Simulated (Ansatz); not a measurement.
Results of PBEsol (Ansatz, a program for electronic structure, PAW) for MoIr3 (model structure, started from the A15 type, Pm-3n, No. 223, 8 atoms in the cell).

Run with plane-wave cutoff 520 eV, 12×12×12 k mesh, Fermi–Dirac smearing 0.05 eV, no spin polarisation, scalar-relativistic PAW data made under PBE.

Cell (relaxed at this level):

Ir3Mo is taken in the cubic space group Pm-3n (No. 223), the A15 (Cr3Si type) structure, Pearson symbol cP8. Conventional cell: a = b = c = 4.913 Å, α = β = γ = 90.00°. Ir on 6c has 2 Ir at 2.456 Å and 8 Ir at 3.008 Å and 4 Mo at 2.746 Å. Mo on 2a is coordinated by 12 Ir at 2.746 Å. (Neighbours: up to the widest gap in distance over summed covalent radii, below 1.35, at either atom.)

Estimate the bulk modulus that the calculation returns.


* **bulk modulus**: 331 GPa

Note: the run has no spin polarisation, so it can have missed a magnetic state; the bulk modulus is −V dP/dV from two relaxed cells at ±2 % in volume; the relaxation could raise the start's symmetry but not lower it, so the cell can be a saddle point.

Spin–orbit coupling is not included.

It cost roughly 5 core-minutes of CPU time.

A model structure was made by putting elements into a prototype or built by hand; it is no filed structure, need not be a known phase, and can be a saddle point held by its symmetry.
